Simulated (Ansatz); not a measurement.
Worked example: relaxation of the atoms of Mg14GaSb (P1, 16 atoms in the cell) in Ansatz (a program for electronic structure).

Method: PBEsol, default PAW files made with PBE (plane waves; Ansatz).

The change in words: atoms moved at random; relax: default → atoms; relax.f_tol: default → 0.005 eV/Å. Reference geometry:
```
Mg14GaSb
1.0
    6.35852     0.00000     0.00000
   -3.17926     5.50664     0.00000
    0.00000     0.00000    10.26539
Mg Ga Sb
14 1 1
Direct
  0.00011   0.50006   0.00000
  0.49994   0.99989   0.00000
  0.49994   0.50006   0.00000
  0.99883   0.49941   0.50000
  0.50058   0.00117   0.50000
  0.50058   0.49941   0.50000
  0.16775   0.83225   0.24701
  0.66450   0.83225   0.75299
  0.16775   0.33550   0.24701
  0.16775   0.83225   0.75299
  0.66450   0.83225   0.24701
  0.16775   0.33550   0.75299
  0.66667   0.33333   0.25049
  0.66667   0.33333   0.74951
  0.00000   0.00000   0.00000
  0.00000   0.00000   0.50000
```

Reference input (self-consistent single point, DFT, PBEsol, plane waves, default PAW files made with PBE): basis.ecutwfc = 420 eV; kpoints.mp_grid.grid = 5 5 3; hamiltonian.xc = pbesol; hamiltonian.pseudopotentials = {kind: paw} (the program's default PAW files); scf.occupations.method = fermi_dirac; scf.occupations.width = 0.05 eV. This run's input differs from it in these lines:

Ansatz 0.2 input:
```diff
@@ -6,18 +6,18 @@
   atoms:
-    - { symbol: Mg, position: [0.000110, 0.500055, 0.000000] }
-    - { symbol: Mg, position: [0.499945, 0.999890, 0.000000] }
-    - { symbol: Mg, position: [0.499945, 0.500055, 0.000000] }
-    - { symbol: Mg, position: [0.998830, 0.499415, 0.500000] }
-    - { symbol: Mg, position: [0.500585, 0.001170, 0.500000] }
-    - { symbol: Mg, position: [0.500585, 0.499415, 0.500000] }
-    - { symbol: Mg, position: [0.167750, 0.832250, 0.247010] }
-    - { symbol: Mg, position: [0.664500, 0.832250, 0.752990] }
-    - { symbol: Mg, position: [0.167750, 0.335500, 0.247010] }
-    - { symbol: Mg, position: [0.167750, 0.832250, 0.752990] }
-    - { symbol: Mg, position: [0.664500, 0.832250, 0.247010] }
-    - { symbol: Mg, position: [0.167750, 0.335500, 0.752990] }
-    - { symbol: Mg, position: [0.666667, 0.333333, 0.250490] }
-    - { symbol: Mg, position: [0.666667, 0.333333, 0.749510] }
-    - { symbol: Ga, position: [0.000000, 0.000000, 0.000000] }
-    - { symbol: Sb, position: [0.000000, 0.000000, 0.500000] }
+    - { symbol: Mg, position: [0.001505, 0.503913, -0.000139] }
+    - { symbol: Mg, position: [0.499169, 1.000787, -0.001349] }
+    - { symbol: Mg, position: [0.495501, 0.495056, -0.001606] }
+    - { symbol: Mg, position: [1.001832, 0.498133, 0.499449] }
+    - { symbol: Mg, position: [0.501665, 0.000217, 0.500562] }
+    - { symbol: Mg, position: [0.500123, 0.500551, 0.498673] }
+    - { symbol: Mg, position: [0.171312, 0.840335, 0.249452] }
+    - { symbol: Mg, position: [0.668261, 0.834404, 0.749429] }
+    - { symbol: Mg, position: [0.166173, 0.331882, 0.245838] }
+    - { symbol: Mg, position: [0.172223, 0.836088, 0.752849] }
+    - { symbol: Mg, position: [0.659865, 0.832701, 0.246238] }
+    - { symbol: Mg, position: [0.161734, 0.333321, 0.756432] }
+    - { symbol: Mg, position: [0.665229, 0.331278, 0.255712] }
+    - { symbol: Mg, position: [0.663861, 0.331863, 0.746786] }
+    - { symbol: Ga, position: [0.004573, 0.000194, 0.001723] }
+    - { symbol: Sb, position: [0.000306, -0.004055, 0.499950] }
 basis:
@@ -35,2 +35,4 @@
     width: 0.05 eV
+relax:
+  f_tol: 0.005
 output:
```

Output (repeated stretches shortened):

```
   [... SCF lines of the steps left out ...]
relax step   1: F+E_penalty+E_count = -36920.68781405 eV  Δ(F+E_penalty+E_count) = +0.000e0 eV  max|allowed force component| = 1.481e-1 eV/Å  Δτ_max = 0.0000 Å  (7 SCF iters, dr2 threshold 6.25e-7 eV, accepted)
relax step   2: F+E_penalty+E_count = -36920.70911197 eV  Δ(F+E_penalty+E_count) = -2.130e-2 eV  max|allowed force component| = 3.178e-2 eV/Å  Δτ_max = 0.0433 Å  (6 SCF iters, dr2 threshold 1.37e-6 eV, accepted)
relax step   3: F+E_penalty+E_count = -36920.71028642 eV  Δ(F+E_penalty+E_count) = -1.174e-3 eV  max|allowed force component| = 1.708e-3 eV/Å  Δτ_max = 0.0213 Å  (6 SCF iters, dr2 threshold 6.31e-8 eV, accepted)
relax step   4: F+E_penalty+E_count = -36920.71028646 eV  Δ(F+E_penalty+E_count) = -4.048e-8 eV  max|allowed force component| = 1.707e-3 eV/Å  Δτ_max = 0.0000 Å  (2 SCF iters, accepted)
Stability not checked: this state was not tested for a lower state beside it, because too few of the mixer's solves of this state at the end of the SCF gave a …
Free energy (F): -36920.710286 eV
Internal energy: -36920.644718 eV  (E = F + TS)
E sigma→0 (E₀):  -36920.677502 eV
Entropy (-TS):   -0.065568 eV (-4.098 meV/atom)
Fermi energy:    6.514087 eV
--- Forces (eV/Å), atoms counted from 1 ---
  atom   1  Mg     0.00086836    -0.00170733    -0.00060063
  atom   2  Mg    -0.00066916    -0.00009897     0.00023061
  atom   3  Mg     0.00055163     0.00048050     0.00030399
  atom   4  Mg    -0.00032349     0.00055434    -0.00007301
  atom   5  Mg    -0.00044412    -0.00010248    -0.00004330
   [... lines left out ...]
    - { symbol: Mg, position: [0.6666331383558223, 0.3333451118776939, 0.25168441371879663] }
    - { symbol: Mg, position: [0.6666769913899058, 0.33334280651633913, 0.7483097046940258] }
    - { symbol: Ga, position: [0.00021434370198890782, 0.00014765966243708735, 4.445886003163832e-5] }
    - { symbol: Sb, position: [-6.432894805354005e-5, -0.00017213559630178734, 0.5000011906924343] }
```

The run converged. 

Summary of the result:
| Property | Result |
|---|---|
| Free energy E − TS (on the zero of these files) | -36920.7103 eV |
| Fermi level (on the code's own zero) | 6.51 eV |
| Pressure | -0.87 GPa |
| Largest force (vector length) | 0.002 eV/Å |
| Relaxation steps | 4 |

The starting cell comes from a database of computed structures (which also holds hypothetical and non-ambient phases and stackings), without a prior relaxation at this level. For this run, on top of that: atoms moved at random. Ansatz's pressure includes its estimate of the finite-basis (Pulay) stress. The run gives no clean gap (levels at the Fermi energy touch, overlap or are partly filled at this smearing), which alone does not show that the compound is a metal.

Cost on one core of a shared machine: roughly 6 min.
